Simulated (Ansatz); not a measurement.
**Alloy series in YOF**

Take YOF (space group P4/nmm, No. 129; a = 3.811 Å, c = 5.421 Å; a cell from a computed database, its experimental status unchecked) as the base.

The other end (x = 1) is YTeF (space group P4/nmm, No. 129; a hypothetical phase, not in the database extracts checked): 24.03 Å³/atom, gap zero; this end may not be an ambient phase.

Te replaces a fraction x of O; each row is one arrangement (x, atoms in the cell, starting space group or random), fully relaxed.

All numbers come from DFT with PBEsol, PAW potentials and a 420 eV plane-wave cutoff in Ansatz (a quantum-chemistry and plane-wave program), no spin-orbit coupling.

Notes on the quantities. mixing energy: to 0.01 eV only: unlike meshes or grids; against an end that may be hypothetical; deviation of the volume from the linear: Vegard-type) interpolation.

```csv
case,band gap,mixing energy,deviation of the volume from the linear
base,5.03 eV,–,–
"x(Te) = 0.25, 12 atoms, I-42m",1.63 eV,+0.31 eV/atom,+4.1 %
"x(Te) = 0.5, 12 atoms, Ibam",zero,+0.04 eV/atom,+13.2 %
"x(Te) = 0.5, 6 atoms, P-4m2",1.17 eV,+0.62 eV/atom,+2.9 %
"x(Te) = 0.5, 12 atoms, P4/nmm",zero,+0.12 eV/atom,-7.5 %
"x(Te) = 0.75, 12 atoms, P-4m2",zero,+0.33 eV/atom,-2.2 %
```

Each cell is one ordered arrangement of few atoms, which overstates ordering effects compared with a random alloy. With Te present, leaving out spin-orbit coupling can change the band edges. Whether these cells are dynamically stable was not tested. The final runs are not spin-polarised. The zero or small gap of YTeF and Y2TeOF2 can change with the level of theory.
